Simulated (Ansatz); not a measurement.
## Lattice thermal conductivity of RbBr (CsCl type, Pm-3m)

Method: a three-phonon Boltzmann calculation with natural isotopes; r2SCAN in Ansatz (a program for electronic structure); third-order constants from a 54-atom supercell out to 6.2 Å, harmonic mesh 3×3×3, k mesh 6×6×6, scattering mesh 13×13×13. The cell is a database entry relaxed within its symmetry; it need not be the phase found at ambient conditions. Unless called populations, κ holds the coherence term between modes besides the Boltzmann populations.

```
T (K)  κ (W/m/K)  κ, relaxation time  coherences (mean)
-----  ---------  ------------------  -----------------
100          6.3                 5.6               0.10
150          4.4                 3.8               0.11
200          3.3                 2.9               0.11
250          2.7                 2.4               0.10
300          2.3                 2.0              0.099
400          1.7                 1.5              0.095
500          1.4                 1.3              0.093
600          1.2                 1.1              0.091
```

The highest phonon frequency comes out as 3.7 THz and the exponent n of κ ∝ T⁻ⁿ above 300 K is 0.93.

The result is for a perfect infinite crystal and omits four-phonon processes.

No phase change or melting is allowed for: the numbers belong to this structure as given.

The PAW data sets were generated under PBE and serve the other functionals too.
